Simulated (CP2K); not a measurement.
**Converging shifted k-point meshes: Ti (P-3m1, 2 atoms in the cell)**

```xyz
2
Lattice="2.9352 0.0000 0.0000 -1.4676 2.5420 0.0000 0.0000 0.0000 4.6566" Properties=species:S:1:pos:R:3 pbc="T T T"
Ti     0.0000     1.6947     1.2141
Ti     1.4676     0.8473     3.4924
```

Method: LDA (Pade form), GPW, DZVP-MOLOPT-SR-GTH basis, GTH-PADE potentials (GTH_POTENTIALS) run with CP2K.

Base settings: CUTOFF = 600 Ry; REL_CUTOFF = 50 Ry; SMEAR/METHOD = FERMI_DIRAC; ELECTRONIC_TEMPERATURE = 1160.45 K; KPOINTS/SCHEME = MONKHORST-PACK 6 6 3; GAMMA_CENTERED = T; XC_FUNCTIONAL = PADE; Ti/BASIS_SET = DZVP-MOLOPT-SR-GTH; Ti/POTENTIAL = GTH-PADE-q12; METHOD = GPW.

In this ladder: GAMMA_CENTERED = default.

Only quantities that move along the ladder and can be compared are tabulated.

The starting cell has typed, rounded lattice constants, without a prior relaxation at this level. Its lattice was rescaled by up to half a per cent. One atom was moved a little off its site on purpose. Spin polarisation is off. Values carry the incompleteness of an atom-centred basis. In the base run, with a pressure of about -7 GPa the cell is away from its equilibrium volume at this level. Without a gap this mesh is coarse (it stands for a supercell whose shortest vector is 14 Å).

```tsv
KPOINTS/SCHEME	free energy less the last step's (meV/atom)	pressure (GPa)	largest difference of a force vector from the last step's (eV/Å)
MACDONALD 2 2 1 0 0 0.5	641.45	3.31	1.281
MONKHORST-PACK 2 2 2	152.41	-3.90	0.075
MACDONALD 3 3 2 0.1666666667 0.1666666667 0	-34.73	-7.88	0.185
MONKHORST-PACK 4 4 2	-33.79	-7.95	0.013
MACDONALD 4 4 3 0 0 0.1666666667	-2.94	-8.12	0.021
MACDONALD 5 5 3 0.1 0.1 0.1666666667	-3.15	-8.05	0.006
MACDONALD 6 6 3 0 0 0.1666666667	-5.67	-8.19	0.017
MONKHORST-PACK 6 6 4	0.62	-7.83	0.019
MACDONALD 7 7 4 0.07142857143 0.07142857143 0	1.74	-7.84	0.013
MACDONALD 8 8 5 0 0 0.1	-0.26	-7.86	0.011
MACDONALD 9 9 5 0.05555555556 0.05555555556 0.1	-0.49	-7.85	0.007
MONKHORST-PACK 10 10 6	0.14	-7.84	0.004
MACDONALD 11 11 6 0.04545454545 0.04545454545 0	0.11	-7.86	0.002
MACDONALD 12 12 7 0 0 0.07142857143	0.00	-7.85	0.000
```

Coarsest KPOINTS/SCHEME that holds the pressure within 0.05 GPa of the last step, with all finer ones: MONKHORST-PACK 6 6 4; the step before is off by 0.34 GPa.

Coarsest KPOINTS/SCHEME that holds the free energy within 5 meV/atom of the last step, with all finer ones: MONKHORST-PACK 6 6 4; the step before is off by 5.7 meV/atom.

Two neighbours can agree and both be off: MACDONALD 3 3 2 0.1666666667 0.1666666667 0 and MONKHORST-PACK 4 4 2 differ by 0.93 meV/atom in the free energy, yet lie about 34 meV/atom from the last step.
